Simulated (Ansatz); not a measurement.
# TiN, response to strain

The parent structure is TiN in the rock salt structure (space group Fm-3m, No. 225; a = 4.2331 Å; relaxed with 0.1 eV smearing). Axes: x, y, z lie along the cube axes.

Strains are applied to the cell and any free atomic positions relax.

Computed with r2SCAN in Ansatz (plane waves to 500 eV, PAW, no spin-orbit coupling).

Candidates:
(a) isotropic strain −3.83 %
(b) tensor shear ε_xz = +0.22 %
(c) isotropic strain +1.28 %
(d) isotropic strain −5.73 %

Notes on the quantities. energy relative to the base: free energy F.

Task: Order them by energy relative to the base, lowest first.

Result: (b) tensor shear ε_xz = +0.22 % (+0.1 meV/atom), (c) isotropic strain +1.28 % (+12 meV/atom), (a) isotropic strain −3.83 % (+131 meV/atom), (d) isotropic strain −5.73 % (+0.311 eV/atom)

Whether these cells are dynamically stable was not tested. The final runs are not spin-polarised. An odd electron count without spin: TiN.

Ansatz is a quantum-chemistry and plane-wave program.
